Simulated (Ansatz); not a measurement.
An Ansatz (a first-principles code) input (Ansatz PBEsol, no spin-orbit coupling):

Ansatz 0.2 input:
```yaml
crystal:
  lattice:
    - [0, 2.92668324, 2.92668324]
    - [2.92668324, 0, 2.92668324]
    - [2.92668324, 2.92668324, 0]
  atoms:
    - { symbol: Cd, position: [0, 0, 0] }
    - { symbol: S, position: [0.25, 0.25, 0.25] }
basis: { ecutwfc: 420, ecutrho_ratio: 4, xc_grid: 2, fft_grid_basis: typed }
kpoints: { mp_grid: { grid: [10, 10, 10] } }
hamiltonian:
  xc: pbesol
  dispersion: none
  pseudopotentials: { kind: paw }
scf: { occupations: { method: fermi_dirac, width: 0.05 }, convergence: { dr2_threshold: 0.0000000002 } }
relax: { f_tol: 0.005, max_steps: 50 }
output: { forces: true, stress: true }
checkpoint: { write: state.ck, write_every: 1000 }
```

Q: Which symmetry and how many k-points will the program report, and about how many plane waves at Γ?

A: Space group F-43m (ITA 216) with 24 operations, k-points 47 of 1000, and 941 plane waves at Γ.

Q: And the final pressure?

A: -0.89 GPa (compression positive).

The cells carry an imposed strain or load. No phonon test of stability was made. The cell was made from CdS in the zinc blende structure (space group F-43m, No. 216) by this change: isotropic strain +0.50 %.
